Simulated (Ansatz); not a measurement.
Worked example: relaxation of the atoms of CdHgSe2 (Pmm2, 4 atoms in the cell) in Ansatz (a program for electronic structure).

Computed with LDA (PW92), default PAW files made with PBE (plane waves; Ansatz).

The change in words: one atom moved by 0.15 angstrom; relax: default → atoms; relax.f_tol: default → 0.02 eV/Å. Reference geometry:
```yaml
crystal:
  lattice:
    - [4.34241, 0.00000, 0.00000]
    - [0.00000, 4.34241, 0.00000]
    - [0.00000, 0.00000, 6.12844]
  atoms:
    - { symbol: Cd, position: [0.50000, 0.50000, 0.50000] }
    - { symbol: Hg, position: [0.00000, 0.00000, 0.00000] }
    - { symbol: Se, position: [0.00000, 0.50000, 0.25301] }
    - { symbol: Se, position: [0.50000, 0.00000, 0.74699] }
```

Reference input (self-consistent single point, DFT, LDA (PW92), plane waves, default PAW files made with PBE): basis.ecutwfc = 420 eV; kpoints.mp_grid.grid = 8 8 6; hamiltonian.xc = lda; hamiltonian.pseudopotentials = {kind: paw} (the program's default PAW files); scf.occupations.method = gaussian; scf.occupations.width = 0.1 eV. This run's input differs from it in these lines:

```diff
@@ -7,3 +7,3 @@
   atoms:
-    - { symbol: Cd, position: [0.500000, 0.500000, 0.500000] }
+    - { symbol: Cd, position: [0.500000, 0.500000, 0.524476] }
     - { symbol: Hg, position: [0.000000, 0.000000, 0.000000] }
@@ -20,2 +20,4 @@
   occupations: { method: gaussian, width: 0.1 }
+relax:
+  f_tol: 0.02
 output:
```

The program printed (abridged):

```
   [... SCF lines of the steps left out ...]
relax step   1: F+E_penalty+E_count = -32408.16964224 eV  Δ(F+E_penalty+E_count) = +0.000e0 eV  max|allowed force component| = 8.449e-1 eV/Å  Δτ_max = 0.0000 Å  (6 SCF iters, dr2 threshold 1.00e-5 eV, accepted)
relax step   2: F+E_penalty+E_count = -32408.21561721 eV  Δ(F+E_penalty+E_count) = -4.597e-2 eV  max|allowed force component| = 3.151e-1 eV/Å  Δτ_max = 0.1531 Å  (5 SCF iters, dr2 threshold 4.46e-5 eV, accepted)
relax step   3: F+E_penalty+E_count = -32408.23166375 eV  Δ(F+E_penalty+E_count) = -1.605e-2 eV  max|allowed force component| = 1.161e-1 eV/Å  Δτ_max = 0.0496 Å  (5 SCF iters, dr2 threshold 6.20e-6 eV, accepted)
relax step   4: F+E_penalty+E_count = -32408.23331691 eV  Δ(F+E_penalty+E_count) = -1.653e-3 eV  max|allowed force component| = 5.551e-3 eV/Å  Δτ_max = 0.0143 Å  (4 SCF iters, dr2 threshold 1.83e-6 eV, accepted)
relax step   5: F+E_penalty+E_count = -32408.23331720 eV  Δ(F+E_penalty+E_count) = -2.908e-7 eV  max|allowed force component| = 5.887e-3 eV/Å  Δτ_max = 0.0000 Å  (3 SCF iters, accepted)
the relaxation is at rest under the 4 symmetry operations that the run kept from its start: a minimum is not shown …
Stability not checked: this state was not tested for a lower state beside it, because too few of the mixer's solves of this state at the end of the SCF gave a …
Free energy (F): -32408.233317 eV
Internal energy: -32408.232746 eV  (E = F + TS)
E sigma→0 (E₀):  -32408.233032 eV
Entropy (-TS):   -0.000571 eV (-0.143 meV/atom)
Fermi energy:    7.482018 eV
--- Forces (eV/Å), atoms counted from 1 ---
  atom   1  Cd     0.00000000     0.00000000    -0.00024016
   [... lines left out ...]
--- Relaxed structure (5 steps of the walk, 5 accepted, 0 SCFs on fresh bases) ---
  F+E_penalty+E_count = -32408.23331720 eV   max|allowed force component| = 5.887e-3 eV/Å
  atoms:
    - { symbol: Cd, position: [0.5, 0.5, 0.5061226664620416] }
    - { symbol: Hg, position: [0.0, 0.0, 0.006145153074311927] }
    - { symbol: Se, position: [0.0, 0.5, 0.25887343146487707] }
    - { symbol: Se, position: [0.5, 0.0, 0.7533347489987694] }
```

The run converged.  The full log also holds: “iter 5 did not close the SCF: its close was put off for the readings that it lacked (scf_convergence_deferred on its scf_iter line)”.

Summary of the result:
- Free energy E − TS (on the zero of these files) = -32408.2333 eV
- Fermi level (on the code's own zero) = 7.48 eV
- Pressure = -2.55 GPa
- Largest force (vector length) = 0.006 eV/Å
- Relaxation steps = 5

The starting cell comes from a database of computed structures (which also holds hypothetical and non-ambient phases and stackings), without a prior relaxation at this level. Its lattice was rescaled by up to half a per cent. For this run, on top of that: one atom moved by 0.15 angstrom. The relaxation keeps the symmetry of its start, so its end need not be a minimum. Ansatz's pressure includes its estimate of the finite-basis (Pulay) stress. The run gives no clean gap (levels at the Fermi energy touch, overlap or are partly filled at this smearing), which alone does not show that the compound is a metal.

Cost on one core of a shared machine: roughly 2 min.

Keys are those of Ansatz 0.2.
